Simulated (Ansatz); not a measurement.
In a (6,6) SiC nanotube, the lowest empty band has its minimum at the zone edge and lies 0.049 eV higher 0.0634 Å⁻¹ away along the axis.

Method: PBE (plane waves to 420 eV, PAW; Ansatz, a quantum-chemistry and plane-wave program). Mesh 1×1×10. No spin polarisation. Periodic along z alone, with about 11 Å of vacuum beside it. A hypothetical model, rolled from the flat sheet. Symmetry and one short period hold its shape; lower forms weren't sought.

Estimate the electron mass along the axis.

For a parabola ΔE = ħ²Δk²/2m, and ħ²/2mₑ = 3.810 eV Å². So m/mₑ = 3.810 × 0.0634²/0.049 = 0.31. The curvature over a step a third as long gives 0.31; the band is close to a parabola here.
